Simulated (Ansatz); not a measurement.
The parent structure is AlP in the zinc blende structure (space group F-43m, No. 216).

```xyz
2
Lattice="0.0000 2.7539 2.7539 2.7539 0.0000 2.7539 2.7539 2.7539 0.0000" Properties=species:S:1:pos:R:3 pbc="T T T"
P      1.3769     1.3769     1.3769
Al     0.0000     0.0000     0.0000
```

Method: PBE, PAW, 420 eV (Ansatz, a first-principles code; scalar-relativistic without spin-orbit coupling).

Base values:

| Property | Result |
|---|---|
| Valley order | X along ⟨100⟩ 1.63 eV; L along ⟨111⟩ 2.72 eV; Γ 3.09 eV |
| Smallest direct gap | 3.09 eV |

It is then changed as follows: a hydrostatic pressure of 4.5 GPa.

Q: Predict the new valley order, mean gap deformation potential ΔEg/Δln V and smallest direct gap.

A: The valley order (the lowest conduction-band minima on the path, energy above the VBM, named in the base's zone) becomes X along ⟨100⟩ 1.54 eV; L along ⟨111⟩ 2.91 eV; Γ 3.51 eV (base: X along ⟨100⟩ 1.63 eV; L along ⟨111⟩ 2.72 eV; Γ 3.09 eV); the mean gap deformation potential ΔEg/Δln V is +2.0 eV; the smallest direct gap goes up by 0.42 eV, from 3.09 eV to 3.51 eV.

Load acts through the strain it causes; cell and atoms are relaxed under it. No phonon test of stability was made. Tetrahedral semiconductors of this kind turn to denser phases somewhere between about 1 and 50 GPa; those were not computed, so compressed cells here can lie past the real transition.
